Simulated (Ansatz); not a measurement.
Start from Ag in the fcc (Cu type) structure (space group Fm-3m, No. 225; a = 4.054 Å; relaxed with 0.1 eV smearing).

Level of theory: plane-wave PAW DFT at the PBEsol level (Ansatz, an electronic-structure program, 420 eV), without spin-orbit coupling.

Before the change:

The pressure is 0.0 GPa.

Now apply this change: every lattice vector is stretched by 0.50 %, atoms relaxed at fixed cell.

How does this affect the energy relative to the base?

The energy increases by 1.4 meV/atom.

Estimate the effect on the pressure.

The pressure goes from zero to -1.7 GPa.

The cells carry an imposed strain or load. No phonon test of stability was made.
